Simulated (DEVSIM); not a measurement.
Structure: Si p-i-n diode, at 300 K.

```
layer (left to right)  material  thickness (μm)  Nd (cm⁻³)  Na (cm⁻³)  τn (s)  τp (s)
---------------------  --------  --------------  ---------  ---------  ------  ------
1                            Si           0.900          -     2.5e17  2.8e-6  2.8e-6
2                            Si            1.80     4.8e12          -  2.8e-6  2.8e-6
3                            Si           0.640     1.9e18          -  2.8e-6  2.8e-6
```

Left contact: ohmic. Right contact: ohmic. Voltage is applied to the left contact. Recombination: SRH at mid-gap. Mobility is μmin + (μ − μmin)/(1 + (N/Nref)^α).

Constants are typed, rounded textbook-type inputs, not results; the design itself was drawn at random and stands for no fabricated device. Values at 300 K.

```tsv
parameter	Si
gap (eV)	1.124
affinity (eV)	4.05
permittivity	11.7
Nc (cm⁻³)	2.86e19
Nv (cm⁻³)	3.1e19
μn (cm²/Vs)	1417
μp (cm²/Vs)	470
μn,min	52
μp,min	45
Nref,n	9.7e16
Nref,p	2.2e17
αn	0.68
αp	0.72
```

Model (solved in DEVSIM): 1D drift-diffusion, Boltzmann statistics, complete ionisation; no tunnelling, impact ionisation, image-force lowering or self-heating.

Problem. Tabulate band edges, carrier densities and field at zero bias.

Solution. Energies count from the Fermi level of the right contact; mesh points crowd at the junctions.

```
x (μm)   Ec (eV)  Ev (eV)  n (cm⁻³)  p (cm⁻³)  field (V/cm)
-------  -------  -------  --------  --------  ------------
0.000      0.999   -0.125       460    2.5e17           ≈ 0
0.03174    0.999   -0.125       460    2.5e17           ≈ 0
0.09827    0.999   -0.125       460    2.5e17           ≈ 0
0.2528     0.999   -0.125       460    2.5e17           ≈ 0
0.6376     0.999   -0.125       460    2.5e17           ≈ 0
0.7974     0.999   -0.125       460    2.5e17           ≈ 0
0.8685     0.999   -0.125       480    2.4e17          -850
0.9066     0.957   -0.167      2400    4.8e16        -20000
0.9474     0.906   -0.218     17000    6.9e15         -8400
1.035      0.854   -0.270    130000    9.2e14         -4700
1.243      0.769   -0.355   3400000    3.4e13         -3900
1.904      0.517   -0.607    5.9e10     2.0e9         -3800
2.368      0.341   -0.783    5.3e13   2200000         -3800
2.570      0.259   -0.866    1.3e15     89000         -4900
2.672      0.180   -0.944    2.7e16      4400        -15000
2.701      0.089   -1.035    9.3e17       130        -56000
2.731      0.070   -1.054    1.9e18     < 1e2           ≈ 0
2.801      0.070   -1.054    1.9e18     < 1e2           ≈ 0
3.020      0.070   -1.054    1.9e18     < 1e2           ≈ 0
3.209      0.070   -1.054    1.9e18     < 1e2           ≈ 0
3.295      0.070   -1.054    1.9e18     < 1e2           ≈ 0
3.340      0.070   -1.054    1.9e18     < 1e2           ≈ 0
```
